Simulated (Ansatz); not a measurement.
Defect: interstitial Au in silicon, charge state +1. Method: PBE, PAW (plane waves to 420 eV; Ansatz, a quantum-chemistry and plane-wave program).

Settings: 64 host sites, the relaxed PBE lattice, a 2×2×2 k-point mesh shifted by half a step, smearing 0.01 eV, spin-restricted, no image-charge correction. No zero-point or tunnelling terms. Spin-orbit coupling is left out. The charge state is imposed; whether it is stable for some Fermi level was not computed. Sites that were not tried may lie lower.

Barriers: single points on a 3×3×3 k-point mesh shifted by half a step at the bands' geometries.

The step: one Au atom jumps by itself. Atoms about the jump, Cartesian Å from the middle of the jump, before and after:

```
atom     x0     y0     z0     x1     y1     z1
----  -----  -----  -----  -----  -----  -----
Au1   -0.68   0.02   0.68   0.68  -0.02  -0.68
Si2   -1.41   0.75  -1.55  -1.53   0.75  -1.45
Si3    1.55   0.75   1.41   1.45   0.75   1.52
Si4    1.35  -2.02  -1.35   1.45  -2.22  -1.45
Si5   -1.42  -2.22   1.41  -1.31  -2.01   1.31
Si6    0.09   2.22  -0.09  -0.05   2.22   0.05
Si7    0.01  -0.68  -2.79  -0.05  -0.75  -2.92
Si8    2.79  -0.68  -0.01   2.92  -0.75   0.05
Si9   -2.89  -0.75  -0.08  -2.76  -0.68  -0.02
Si10   0.08  -0.75   2.89   0.02  -0.68   2.76
Si11   0.01  -3.45  -0.01   0.02  -3.46  -0.02
```

Q: Predict the transition state.

A: 
```json
[
 {"atom": "Au1", "x": "0.03", "y": "-0.65", "z": "-0.03"},
 {"atom": "Si2", "x": "-1.43", "y": "0.78", "z": "-1.48"},
 {"atom": "Si3", "x": "1.48", "y": "0.78", "z": "1.43"},
 {"atom": "Si4", "x": "1.47", "y": "-2.12", "z": "-1.47"},
 {"atom": "Si5", "x": "-1.41", "y": "-2.12", "z": "1.42"},
 {"atom": "Si6", "x": "0.03", "y": "2.12", "z": "-0.02"},
 {"atom": "Si7", "x": "0.02", "y": "-0.67", "z": "-2.82"},
 {"atom": "Si8", "x": "2.82", "y": "-0.67", "z": "-0.02"},
 {"atom": "Si9", "x": "-2.76", "y": "-0.67", "z": "-0.03"},
 {"atom": "Si10", "x": "0.03", "y": "-0.67", "z": "2.77"},
 {"atom": "Si11", "x": "0.03", "y": "-3.46", "z": "-0.03"}
]
```
It lies 0.084 eV above the start and 0.084 eV above the end. The check of the saddle point's order was inconclusive, and it lies on a symmetry element of the cell, where a band can be held.
